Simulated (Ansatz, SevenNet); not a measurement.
# How well does each level of theory give the equilibrium lattice constant a of cubic perovskite BaHfO₃?

Reference value: 4.171 Å (measured, room temperature, not corrected to a static lattice, sources range from 4.171 to 4.180; as tabulated in Zhao et al. (2008), arXiv:0809.3506).

```csv
level (code),value (Å)
SevenNet-0 (SevenNet),…
LDA (Ansatz),…
PBE (Ansatz),…
rVV10 (Ansatz),4.217
r²SCAN (Ansatz),4.177
r²SCAN-D4 (Ansatz),4.170
r²SCAN+rVV10 (Ansatz),4.165
PBE0 (Ansatz),4.175
Hartree–Fock (Ansatz),4.218
```

Task: What belongs in the gaps?

Result: 
- SevenNet-0 (SevenNet), value (Å): 4.201
- LDA (Ansatz, a program for electronic structure), value (Å): 4.122
- PBE (Ansatz), value (Å): 4.206

Differences against the reference: SevenNet-0 +0.72 %, LDA -1.17 %, PBE +0.84 %, rVV10 +1.10 %, r²SCAN +0.14 %, r²SCAN-D4 -0.02 %, r²SCAN+rVV10 -0.14 %, PBE0 +0.10 %, Hartree–Fock +1.13 %.

The reference is not for a static lattice or low temperature, so close values are not ranked against it.

The reference has no zero-point or thermal correction, while the calculations are for a static lattice, so the differences are not the levels' errors alone. A static lattice is as a rule a little smaller than the measured one.  Density-functional levels without +SOC have no spin–orbit coupling. SevenNet-0, LDA, PBE, rVV10, r²SCAN, r²SCAN-D4, r²SCAN+rVV10, PBE0, Hartree–Fock: the relaxation could not lower the start's symmetry, so the cell can be a saddle point above a distorted one. Cutoffs and k meshes differ between the levels. Ansatz's density-functional and Hartree–Fock values are scalar-relativistic unless marked +SOC, with PAW data made under PBE.

Machine-learned potentials (SevenNet-0) are trained on DFT data, which may include these solids.

Differences are worked out from the printed values.
